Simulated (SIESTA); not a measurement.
**Short convergence ladders for CrGa₄ (I4mm, 5 atoms in the cell)**

```yaml
crystal:
  lattice:
    - [-2.81304, 2.81304, 2.81304]
    - [2.81304, -2.81304, 2.81304]
    - [2.81304, 2.81304, -2.81304]
  atoms:
    - { symbol: Cr, position: [0.00889, 0.00889, 0.00000] }
    - { symbol: Ga, position: [0.00000, 0.00000, 0.50000] }
    - { symbol: Ga, position: [0.00000, 0.50000, 0.00000] }
    - { symbol: Ga, position: [0.50000, 0.50000, 0.50000] }
    - { symbol: Ga, position: [0.50000, 0.00000, 0.00000] }
```

Base method: LDA PW92, numerical atomic orbitals DZP, PseudoDojo LDA standard norm-conserving potentials (rewritten from UPF to PSML) in SIESTA 5.4.2.

Base settings: XC.functional = LDA; XC.authors = PW92; potentials = PseudoDojo LDA standard; PAO.BasisSize = DZP; PAO.EnergyShift = 0.005 Ry; MeshCutoff = 300 Ry; kgrid.MonkhorstPack = 3 3 3; OccupationFunction = FD; ElectronicTemperature = 100 meV; MaxSCFIterations = 150.

Core times come from one kind of shared machine, to one figure; runs under 30 s give none.

**The cutoff of the real-space grid**

The mesh stays at the base's, so the ladder's end is converged at best in this setting alone.

Only quantities that move along the ladder and can be compared are tabulated.

| MeshCutoff | pressure (GPa) | largest difference of a force vector from the last step's (eV/Å) | core time / last (rough) |
|---|---|---|---|
| 135 Ry (157 Ry used) | -4.97 | 0.089 | 0.3 |
| 165 Ry (179 Ry used) | -4.88 | 0.013 | 0.3 |
| 210 Ry (226 Ry used) | -4.91 | 0.009 | 0.4 |
| 300 Ry (402 Ry used) | -4.91 | 0.001 | 0.5 |
| 405 Ry (437 Ry used) | -4.93 | 0.000 | 1 |

Coarsest MeshCutoff that holds the forces within 0.02 eV/Å of the last step, with all finer ones: 165 Ry (179 Ry used), at about 0.3 of the last step's time; the step before is off by 0.089 eV/Å.

**The setting basis size**

Level: DFT, LDA PW92, numerical atomic orbitals TZDP, PseudoDojo LDA standard norm-conserving potentials (rewritten from UPF to PSML).

Moved along: PAO.BasisSize.

The mesh stays at the base's, so the ladder's end is converged at best in this setting alone.

The sets are ordered by size and need not be nested.

Only quantities that move along the ladder and can be compared are tabulated.

```csv
basis (functions),pressure (GPa),largest difference of a force vector from the last step's (eV/Å),core time / last (rough)
SZ (46),-1.47,0.012,–
DZ (68),-5.35,0.074,0.2
DZP (91),-4.91,0.027,0.3
TZP (113),-5.02,0.045,0.4
TZDP (136),-3.78,0.000,1
```

Coarsest basis (functions) that holds the forces within 0.02 eV/Å: not settled: the last two steps still differ by 0.045 eV/Å, over half the tolerance, so the ladder does not show it.

Coarsest basis (functions) that holds the pressure within 1 GPa: not settled: the last two steps still differ by 1.2 GPa, over half the tolerance, so the ladder does not show it.

On the base run: the starting cell comes from a database of computed structures (which also holds hypothetical and non-ambient phases and stackings), without a prior relaxation at this level. Its lattice was rescaled by up to half a per cent. One atom was moved a little off its site on purpose. Spin polarisation is off. Values carry the incompleteness of an atom-centred basis. In the base run, with a pressure of about -5 GPa the cell is away from its equilibrium volume at this level. Without a gap this mesh is coarse (it stands for a supercell whose shortest vector is 15 Å).

Left out of this page: 2 runs of the series outside the window shown, repeating another row's setting, or not comparable.
